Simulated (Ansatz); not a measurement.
**A constructed model of the (111) surface of fcc Al, a pseudomorphic layer of Pd in the other hollow (bottom of the slab: a bare face, its two planes held)**

All values below come from PBE (plane waves to 420 eV, PAW; Ansatz, a program for electronic structure).

Slab: 7 atoms, 13.8 Å thick at the start with caps and adatoms (thin: gaps and levels are the slab's own); k 15x15x1, smearing 0.1 eV, dipole-corrected; 2 atoms held, the rest relaxed; held to the start's symmetry, so lower structures may exist; no spin, no spin-orbit, no U. In PBE it lies 0.02 eV a 1x1 cell over the lowest computed structure of the same composition (a pseudomorphic layer of Pd in the host's stacking).

The work function of the top face is 4.66 eV and the energy released by relaxation is 0.18 eV. The cost comes out as very roughly 70 core-seconds.
